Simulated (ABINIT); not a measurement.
ABINIT run on AlAs (F-43m, 2 atoms in the cell): self-consistent single point.

Method: PBE, norm-conserving pseudopotentials (PseudoDojo nc-sr-05 PBE standard) (plane waves; ABINIT 10.0.3).

The change in words: lattice scaled by 0.98. Reference geometry:
```
AlAs
1.0
    0.00000     2.82712     2.82712
    2.82712     0.00000     2.82712
    2.82712     2.82712     0.00000
Al As
1 1
Cartesian
  0.00000   0.00000   0.00000
  4.24067   4.24067   4.24067
```

Reference input (self-consistent single point, DFT, PBE, plane waves, norm-conserving pseudopotentials (PseudoDojo nc-sr-05 PBE standard)): pseudos = [Al.upf, As.upf]; ecut = 84 Ry; ixc = 11; occopt = 1; ngkpt = 10 10 10; nshiftk = 1; shiftk = 0 0 0; potentials = PseudoDojo nc-sr-05 PBE standard; nband = 12; kptopt = 1; nstep = 60; tolvrs = 1e-12. This run's input differs from it in these lines:

```diff
@@ -3,7 +3,7 @@
 pseudos "Al.upf, As.upf"
-acell 7.5554005487 7.5554005487 7.5554005487
+acell 7.4042933929 7.4042933929 7.4042933929
 rprim
-         0.0000000000    0.7071067812    0.7071067812
-         0.7071067812    0.0000000000    0.7071067812
-         0.7071067812    0.7071067812    0.0000000000
+        -0.0000000000    0.7071067812    0.7071067812
+         0.7071067812   -0.0000000000    0.7071067812
+         0.7071067812    0.7071067812   -0.0000000000
 natom 2
```

Log, with long lists cut:

```
--- !BeginCycle
solver: {iscf: 7, nstep: 60, nline: 4, wfoptalg: 0, }
tolerances: {tolvrs: 1.00E-12, }
...

     iter   Etot(hartree)      deltaE(h)  residm     vres2
 ETOT  1  -106.64253637057    -1.066E+02 1.806E+00 1.612E+02
 ETOT  2  -108.35090110886    -1.708E+00 4.718E-02 4.899E+02
 ETOT  3  -108.40065771532    -4.976E-02 1.184E-02 1.135E+02
 ETOT  4  -108.41600198524    -1.534E-02 3.405E-03 3.422E+00
 ETOT  5  -108.41645100068    -4.490E-04 1.837E-03 8.641E-02
   [... 3 lines left out ...]
 ETOT  9  -108.41646157846    -1.399E-10 2.389E-04 1.868E-09
 ETOT 10  -108.41646157846    -1.137E-13 5.156E-04 6.471E-11
 ETOT 11  -108.41646157846    -3.695E-13 1.454E-04 5.064E-12
 ETOT 12  -108.41646157846    -4.547E-13 2.140E-04 4.228E-13
 At SCF step   12       vres2   =  4.23E-13 < tolvrs=  1.00E-12 =>converged.

 Cartesian components of stress tensor (hartree/bohr^3)
  sigma(1 1)= -2.81026571E-04  sigma(3 2)=  0.00000000E+00
  sigma(2 2)= -2.81026571E-04  sigma(3 1)=  0.00000000E+00
  sigma(3 3)= -2.81026571E-04  sigma(2 1)=  0.00000000E+00

 ----iterations are completed or convergence reached----

 reduced coordinates (array xred) for    2 atoms
       0.000000000000      0.000000000000      0.000000000000
       0.750000000000      0.750000000000      0.750000000000
 cartesian forces (eV/Angstrom) at end:
    1     -0.00000000000000    -0.00000000000000     0.00000000000000
    2      0.00000000000000     0.00000000000000    -0.00000000000000
 frms,max,avg= 1.0088485E-26 1.5805618E-26   0.000E+00  0.000E+00  0.000E+00 e/A
   [... lines left out ...]
 Fermi (or HOMO) energy (hartree) =   0.15082   Average Vxc (hartree)=  -0.35163
 Fermi (or HOMO) energy (eV) =   4.10414   Average Vxc (eV)=  -9.56847
   [... lines left out ...]
total_energy        : -1.08416461578464E+02
total_energy_eV     : -2.95016195275453E+03
band_energy         : -1.13734169963270E+01
...

-Cartesian components of stress tensor (GPa)         [Pressure=  8.2681E+00 GPa]
- sigma(1 1)= -8.26808579E+00  sigma(3 2)=  0.00000000E+00
- sigma(2 2)= -8.26808579E+00  sigma(3 1)=  0.00000000E+00
- sigma(3 3)= -8.26808579E+00  sigma(2 1)=  0.00000000E+00

 Calculation completed.
```

The run converged in 12 iterations. Against the reference run the free energy rises by 45.0 meV/atom, the pressure goes from 2.84 to 8.27 GPa and the gap on the mesh goes from 1.434 to 1.322 eV.

The starting cell comes from a database of computed structures (which also holds hypothetical and non-ambient phases and stackings), without a prior relaxation at this level. Its lattice was rescaled by a random factor within 2.5 % of one. For this run, on top of that: lattice scaled by 0.98. With a pressure of about 8 GPa the cell is away from its equilibrium volume at this level.

Cost on one core of a shared machine: roughly 2 min.
